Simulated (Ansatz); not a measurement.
How far PBE and r2SCAN part for Cu2O, isotropic strain +5.16 %

Consider Cu2O (space group Pn-3m, No. 224; a = 4.299 Å).

(Cell as relaxed with PBE.)

Levels (all Ansatz, an electronic-structure program, PAW, earlier PAW set): PBE (420 eV, spin-orbit coupling left out); r2SCAN (500 eV, no spin-orbit coupling).

Each level relaxes its own structure.

| base | PBE | r2SCAN |
|---|---|---|
| volume per atom | 13.24 Å³ | 12.74 Å³ |
| lattice parameter a | 4.299 Å | 4.244 Å |
| band gap | 0.47 eV | 0.79 eV |

Perturbation: every lattice vector is stretched by 5.16 %, atoms relaxed at fixed cell.

| quantity | PBE | r2SCAN |
|---|---|---|
| pressure | -11.76 GPa | (withheld) |
| shift of the gap caused by the change | -0.27 eV | (withheld) |
| band gap | 0.20 eV | (withheld) |
| gap character | direct at Γ | (withheld) |
| energy relative to the base (free energy F) | +92 meV/atom | (withheld) |

What does r2SCAN give?


- pressure, r2SCAN: -13.46 GPa
- shift of the gap caused by the change, r2SCAN: -0.30 eV
- band gap, r2SCAN: 0.49 eV
- gap character, r2SCAN: direct at Γ
- energy relative to the base (free energy F), r2SCAN: +101 meV/atom

PBE's pressure lies 1.70 GPa above r2SCAN's; PBE's shift of the gap caused by the change lies 0.03 eV above r2SCAN's; PBE's band gap lies 0.29 eV below r2SCAN's; PBE's energy relative to the base lies 9.0 meV/atom below r2SCAN's; the two agree on the gap character. Neither level is exact; r2SCAN is the comparison here, not a measurement.

No phonon test of stability was made. No Hubbard U is applied. The final runs are not spin-polarised. The zero or small gap of Cu2O under isotropic strain +5.16 % can change with the level of theory.
